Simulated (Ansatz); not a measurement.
The starting structures come from a database of crystals and need not be the phases stable at ambient conditions.

The decay constant κ of evanescent states in the gap governs leakage through a thin film.

Data:

```xyz
2
Lattice="3.9242 0.0000 0.0000 -1.9621 3.3985 0.0000 1.9621 -1.1328 3.2695" Properties=species:S:1:pos:R:3 pbc="T T T"
Be     0.0000     0.0000     0.0000
Te     3.9242     0.0000     2.4521
```

The cell is strained (lengths across the current scaled by 0.98, ions clamped); by r2SCAN it stands under a pressure of 2.4 GPa.

Transport runs along the normal of the first two printed cell vectors, the (111) (indices of the unstrained crystal) plane of the conventional cell.

The gap is the functional's own, uncorrected, and κ follows it; spin-orbit coupling is left out. Mid-gap means the computed energy nearest the middle.

### Question
Estimate the band gap and the smallest decay constant κ at mid-gap that r2SCAN in Ansatz (a first-principles code) returns for this system.

### Answer
Gap 2.24 eV on a 10×10×10 mesh; κ = 0.158 1/Å, at the zone centre.
